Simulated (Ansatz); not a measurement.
An Ansatz (a program for electronic structure) run: Rh with a change (x(Bi) = 0.333, 3 atoms, P-3m1); Ansatz r2SCAN, no spin-orbit coupling.

Input:

Ansatz 0.2 input:
```yaml
crystal:
  lattice:
    - [3.2516040275, 0, 0]
    - [-1.6258020137, 2.8159716908, 0]
    - [0, 0, 5.9767856023]
  atoms:
    - { symbol: Rh, position: [0.6666666667, 0.3333333333, 0.8326916631] }
    - { symbol: Bi, position: [0, 0, 0.5] }
    - { symbol: Rh, position: [0.3333333333, 0.6666666667, 0.1673083369] }
basis: { ecutwfc: 500, ecutrho_ratio: 4, xc_grid: 4, fft_grid_basis: typed }
kpoints: { mp_grid: { grid: [16, 16, 8] } }
hamiltonian:
  xc: r2scan
  dispersion: none
  pseudopotentials: { kind: paw }
scf: { occupations: { method: fermi_dirac, width: 0.05 }, convergence: { dr2_threshold: 0.0000000003 } }
output: { forces: true, stress: true }
checkpoint: { write: state.ck, write_every: 1000 }
```

Output:

```
WARN ansatz: RAYON_NUM_THREADS=1 ignored (pool sized by the plan → 1); use --threads N
Pseudopotentials: kind: paw
Pseudopotential: Rh, paw, valence charge 17
Pseudopotential: Bi, paw, valence charge 15
Functional definition: r2SCAN
Crystal: 3 atoms, lattice volume = 54.726 Å³
Basis set: ecut = 500 eV, 1359 PW (Γ), exchange–correlation on 96×96×180 points (64 copies of the dense FFT grid, shifted against one another)
Bands: 29, of which v1, the nominal top of the filled ones, is band 25 counted from 1 (24 counted from 0)
Symmetry: 12 space group operations
Space group: P-3m1 (ITA 164), of the structure as read, at distance tolerance 3.8e-5 Å
k-points: 213 of 2048
PAW frozen core: Rh, regenerated for the run's functional
PAW frozen core: Bi, regenerated for the run's functional
Initial density: superposition of atomic densities (neutral atoms: chi_scale 0, normalization atom), corrected by the library's trained network
Initial wavefunctions: pseudopotential atomic-orbital guess
Eigensolver: davidson
Functional: x = r2scan, c = r2scan; τ floored in thin density (d = 2e-4 eV/Å³)
SCF iter   1: F=—  HF=-25240.323966 eV  |F-HF|=—  |Δ(HF+E_count)|=         —  Δρ=1.51e-2  dr2=7.14e-2  dr2_τ=1.73e-2  ethr=1.77e-3  ⟨swp⟩=6.2  Hψ=23870  notcnv=0
all-band conjugate gradients solve this SCF's bands
preconditioner: auto → Kerker (q_TF=auto, 2.679 Å⁻¹)
SCF iter   2: F=—  HF=-25240.349721 eV  |F-HF|=—  |Δ(HF+E_count)|=   2.58e-2  Δρ=7.12e-3  dr2=1.37e-2  dr2_τ=1.49e-3  ethr=1.46e-4  ⟨swp⟩=2.5  Hψ=10263  notcnv=0
SCF iter   3: F=—  HF=-25240.349455 eV  |F-HF|=—  |Δ(HF+E_count)|=   2.66e-4  Δρ=1.40e-3  dr2=1.00e-3  dr2_τ=6.16e-5  ethr=2.79e-5  ⟨swp⟩=2.2  Hψ=11055  notcnv=0
SCF iter   4: F=—  HF=-25240.349634 eV  |F-HF|=—  |Δ(HF+E_count)|=   1.79e-4  Δρ=5.62e-4  dr2=1.42e-4  dr2_τ=8.68e-6  ethr=2.05e-6  ⟨swp⟩=2.7  Hψ=11580  notcnv=0
SCF iter   5: F=—  HF=-25240.349732 eV  |F-HF|=—  |Δ(HF+E_count)|=   9.86e-5  Δρ=2.12e-4  dr2=2.46e-5  dr2_τ=1.09e-6  ethr=2.89e-7  ⟨swp⟩=2.0  Hψ=8676  notcnv=0
SCF iter   6: F=—  HF=-25240.349747 eV  |F-HF|=—  |Δ(HF+E_count)|=   1.49e-5  Δρ=8.72e-5  dr2=5.73e-6  dr2_τ=2.86e-7  ethr=5.02e-8  ⟨swp⟩=2.0  Hψ=8664  notcnv=0
SCF iter   7: F=—  HF=-25240.349733 eV  |F-HF|=—  |Δ(HF+E_count)|=   1.39e-5  Δρ=2.85e-5  dr2=4.67e-7  dr2_τ=8.59e-9  ethr=1.17e-8  ⟨swp⟩=2.0  Hψ=7323  notcnv=0
SCF iter   8: F=—  HF=-25240.349742 eV  |F-HF|=—  |Δ(HF+E_count)|=   8.82e-6  Δρ=5.68e-6  dr2=1.27e-8  dr2_τ=8.69e-10  ethr=9.52e-10  ⟨swp⟩=2.0  Hψ=8355  notcnv=0
SCF iter   9: F=—  HF=-25240.349742 eV  |F-HF|=—  |Δ(HF+E_count)|=   9.11e-9  Δρ=1.55e-6  dr2=1.59e-9  dr2_τ=3.18e-11  ethr=2.59e-11  ⟨swp⟩=2.0  Hψ=8504  notcnv=0
SCF iter  10: F=-25240.349742 eV  HF=-25240.349742 eV  |F-HF|=4.37e-11  |Δ(HF+E_count)|=  9.50e-10  Δρ=4.15e-7  dr2=1.28e-10  dr2_τ=3.65e-12  ethr=1.00e-12  ⟨swp⟩=5.0  Hψ=23911  notcnv=0
SCF 1 converged in 10 iterations: F = -25240.349742 eV  dr2 = 1.28e-10
SCF converged after 10 iterations
Free energy (F): -25240.349742 eV
Harris-Foulkes:  -25240.349742 eV  (|F-HF|=4.37e-11)
Internal energy: -25240.327744 eV  (E = F + TS)
E sigma→0 (E₀):  -25240.338743 eV
Entropy (-TS):   -0.021998 eV (-7.333 meV/atom)
Fermi energy:    17.682645 eV
--- Per-component energies (eV) ---
  E_band       = -336.346423
  E_kinetic    = 1453.743891
  E_local      = -4944.458846  (includes V_loc(G=0)·N_el)
  E_nonlocal   = 1281.144792
  E_hartree    = 1728.370181
  E_xc         = -572.666665
  E_vxc        = -782.048152  (∫ρ·V_xc dr)
  E_paw        = -17903.472072  (= ΣΔE_a)
  E_vpaw       = -854.549783  (= ΣTr[D̂ρ^β])
  E_aug_tail   = 0.001034  (compensation charges beyond the density's cutoff)
  E_vtau       = 53.080539  (kinetic-family band-sum trace: ∫τ·v_τ [+ j·A + Jᵃ·Aᵃ] dr)
  E_ewald      = -6283.125688
  E_core_change = 0.135628  (= ΣΔE_core)
  E_smearing   = -0.021998  (= −TS)
  E_closure    = 0.000000  (closes the sum)
  Σ components = -25240.349742   (vs F -25240.349742, Δ=0.00e0)
  [band-id]    e_kinetic+e_local+e_nonlocal+2·e_hartree+e_vxc+e_vpaw+e_augmentation_tail+e_vtau = -336.346162   (vs E_band -336.346423, Δ=2.62e-4)
--- Forces (eV/Å), atoms counted from 1 ---
  atom   1  Rh     0.00000000    -0.00000000    -0.00001490
  atom   2  Bi     0.00000000     0.00000000     0.00000000
  atom   3  Rh    -0.00000000     0.00000000     0.00001490
  max |Σ_I F_I| component: 3.24e-17 eV/Å
--- Stress (GPa, compression-positive) ---
       -0.003595       0.000000      -0.000000
        0.000000      -0.003595       0.000000
       -0.000000       0.000000       0.005288
  P = ⅓ Tr σ = -0.0006 GPa (-0.006 kbar)
  The stress holds the Pulay correction. Without it, at fixed plane waves, as pw.x and ABINIT print it: P = -0.0418 GPa
  The stress includes an estimate of the error left by incomplete SCF convergence (largest component -0.0002 GPa).
--- Band table ---
  band table: none
```

These are small ordered cells, not random alloys; other orderings at the same x differ. Stability against distortions was not tested. All final runs are without spin polarisation. The cell was made from Rh by this change: x(Bi) = 0.333, 3 atoms, P-3m1. Under x(Bi) = 0.333, 3 atoms, P-3m1 the cell changed shape so far that it is another structure.
